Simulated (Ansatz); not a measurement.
Results of PBE (PAW; Ansatz, an electronic-structure program) for AlB2-type TiB2.

Numerical settings: plane-wave cutoff 500 eV, 18×18×12 k mesh (along the axes of the cell as run), Fermi–Dirac smearing 0.05 eV, no spin polarisation, scalar-relativistic PAW data made under PBE.

Computed at the level's own relaxed cell.

**Question.** Estimate the volume per atom, lattice parameter a and c axis length that the calculation returns.

**Answer.** 
- volume per atom = 8.56 Å³/atom
- lattice parameter a = 3.032 Å
- c axis length = 3.224 Å

Measured, for comparison: lattice constant a 3.029 Å, lattice parameter c 3.229 Å (293 K, no zero-point or thermal correction; as tabulated in R. G. Munro, J. Res. NIST 105, 709 (2000), Material Properties of Titanium …). Computed (rounded) less measured: lattice constant a +0.1 %, lattice parameter c -0.2 %.

Cost on a shared machine: roughly 23 core-seconds.
